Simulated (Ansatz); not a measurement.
Spinel CoV₂O₄, treated with LDA (PAW; Ansatz, a quantum-chemistry and plane-wave program).

Numerical settings: plane-wave cutoff 520 eV, 12×12×12 k mesh, Fermi–Dirac smearing 0.05 eV, spin-polarised with parallel moments, scalar-relativistic PAW data made under PBE.

Cell (relaxed at this level):

```
CELL_PARAMETERS angstrom
      0.00000     4.04532     4.04532
      4.04532     0.00000     4.04532
      4.04532     4.04532     0.00000
ATOMIC_POSITIONS crystal
  V  0.62500 0.12500 0.62500
  V  0.12500 0.62500 0.62500
  V  0.62500 0.62500 0.12500
  V  0.62500 0.62500 0.62500
  Co 0.00000 0.00000 0.00000
  Co 0.25000 0.25000 0.25000
  O  0.38278 0.85167 0.38278
  O  0.39833 0.86722 0.86722
  O  0.38278 0.38278 0.85167
  O  0.86722 0.39833 0.86722
  O  0.38278 0.38278 0.38278
  O  0.86722 0.86722 0.86722
  O  0.85167 0.38278 0.38278
  O  0.86722 0.86722 0.39833
```
Starting moments (μB, in the order of the record's atoms V V V V Co Co O O O O O O O O): 2.0 2.0 2.0 2.0 3.0 3.0 0.0 0.0 0.0 0.0 0.0 0.0 0.0 0.0.

### Question
Estimate the bulk modulus B0 and pressure derivative B′ of the bulk modulus that the calculation returns.

### Answer

* **bulk modulus B0**: 218 GPa
* **pressure derivative B′ of the bulk modulus**: 6.3

Note: the magnetic order was assumed, not searched for or taken from measurement; the volume lies 11 % below that of the published cell; functionals without U or exact exchange can leave correlated insulators metallic, so the missing gap need not be real.

Static lattice: no zero-point or thermal effects.

The result took very roughly 60 core-minutes.
